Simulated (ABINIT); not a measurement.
Input and output of a relaxation of cell and atoms for Ir (Fm-3m, 1 atom in the cell) (ABINIT).

Computed with PBE, PAW (JTH v2.0 PBE PAW) (plane waves; ABINIT).

Input:

```
# Ir, JTH v2.0 PBE PAW
pp_dirpath "./"
pseudos "Ir.GGA_PBE-JTH.xml"
acell 3*1.0
rprim
         0.0000000000    3.7237317847    3.7237317847
         3.7237317847   -0.0000000000    3.7237317847
         3.7237317847    3.7237317847    0.0000000000
natom 1
ntypat 1
znucl 77
typat 1
xred    0.0000000000    0.0000000000    0.0000000000
ecut 20 Ha
pawecutdg 40 Ha
pawxcdev 0
occopt 3
tsmear 0.05 eV
nband 13
kptopt 1
ngkpt 12 12 12
nshiftk 1
shiftk 0 0 0
nstep 80
tolvrs 1.0e-11
ionmov 2
ntime 40
tolmxf 2.0e-04
optcell 2
dilatmx 1.08
ecutsm 0.5
prtwf 0
prtden 0
enunit 2
```

The program printed (abridged):

```
--- !BeginCycle
solver: {iscf: 17, nstep: 80, nline: 4, wfoptalg: 10, }
tolerances: {tolvrs: 1.00E-11, }
...

     iter   Etot(hartree)      deltaE(h)  residm     nres2
 ETOT  1  -75.350156870977    -7.535E+01 3.434E+01 6.405E+00
 ETOT  2  -77.072038158422    -1.722E+00 1.506E-01 1.049E+01
 ETOT  3  -77.051525503245     2.051E-02 3.961E-01 2.641E+00
 ETOT  4  -77.046759437777     4.766E-03 4.324E-02 1.385E-01
 ETOT  5  -77.046874085439    -1.146E-04 1.496E-03 1.562E-03
   [... 6 lines left out ...]
 ETOT 12  -77.046883589659     3.075E-11 1.718E-04 6.668E-11
 ETOT 13  -77.046883589666    -6.608E-12 1.036E-04 3.972E-11
 ETOT 14  -77.046883589665     1.847E-13 2.118E-04 1.615E-11
 ETOT 15  -77.046883589666    -5.116E-13 1.203E-04 5.460E-13
 At SCF step   15       nres2   =  5.46E-13 < tolvrs=  1.00E-11 =>converged.

 Cartesian components of stress tensor (hartree/bohr^3)
  sigma(1 1)=  5.80552445E-04  sigma(3 2)=  0.00000000E+00
  sigma(2 2)=  5.80552445E-04  sigma(3 1)=  0.00000000E+00
  sigma(3 3)=  5.80552445E-04  sigma(2 1)=  0.00000000E+00

 ----iterations are completed or convergence reached----

 reduced coordinates (array xred) for    1 atoms
       0.000000000000      0.000000000000      0.000000000000
 cartesian forces (eV/Angstrom) at end:
    1     -0.00000000000000    -0.00000000000000    -0.00000000000000
 frms,max,avg= 0.0000000E+00 0.0000000E+00   0.000E+00  0.000E+00  0.000E+00 e/A
 length scales=  5.169479947129  5.169479947129  5.169479947129 bohr
              =  2.735570968284  2.735570968284  2.735570968284 angstroms
   [... lines left out ...]
 Fermi (or HOMO) energy (hartree) =   0.54329   Average Vxc (hartree)=  -0.48224
 Fermi (or HOMO) energy (eV) =  14.78365   Average Vxc (eV)= -13.12244
   [... lines left out ...]
'-kT*entropy'       : -1.82630544924610E-04
total_energy        : -7.70485941311275E+01
total_energy_eV     : -2.09659887077545E+03
...

-Cartesian components of stress tensor (GPa)         [Pressure=  3.0077E-06 GPa]
- sigma(1 1)= -3.00767040E-06  sigma(3 2)=  0.00000000E+00
- sigma(2 2)= -3.00767040E-06  sigma(3 1)=  0.00000000E+00
- sigma(3 3)= -3.00766999E-06  sigma(2 1)=  0.00000000E+00

 Calculation completed.
```

The run converged. 

Summary of the result:
```
Item                                                                                                        Result
------------------------------------  ----------------------------------------------------------------------------
Free energy E − TS                                                                                     -2096.60 eV
Fermi level (on the code's own zero)                                                                      14.78 eV
Pressure                                                                                                  0.00 GPa
Final cell                            a = 2.7356 Å, b = 2.7356 Å, c = 2.7356 Å, α = 60.00°, β = 60.00°, γ = 60.00°
Final volume per atom                                                                                     14.48 Å³
Relaxation steps                                                                                                 4
```

The starting cell comes from a database of computed structures (which also holds hypothetical and non-ambient phases and stackings), without a prior relaxation at this level. Its lattice was rescaled by a random factor within 2.5 % of one. Spin polarisation is off. The relaxation keeps the symmetry of its start, so its end need not be a minimum.

Cost on one core of a shared machine: roughly 60 s.
